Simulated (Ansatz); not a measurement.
Relaxation of the outer planes of the (100) surface of rock-salt MgO in its 1x1 cell (cut with top plane Mg + O, bottom plane Mg + O), outermost plane spacing 2.13 Å in the ideal cut.

Level of theory: PBE (plane waves to 420 eV, PAW; Ansatz, a quantum-chemistry and plane-wave program).

Set-up: 14 atoms, Mg7O7, 12.8 Å thick at the start; mesh 8x8x1; 0.025 eV smearing; dipole correction on; all atoms relaxed; symmetry of the start imposed; no spin, no spin-orbit, no U.

| plane | atoms | bulk spacing to the next (Å) | relaxed spacing (Å) | change (%) | rumpling (Å) |
|---|---|---|---|---|---|
| 1 | Mg + O | 2.127 | 2.127 | 0.0 | 0.05 (O outermost) |
| 2 | Mg + O | 2.127 | 2.127 | 0.0 | 0.01 |
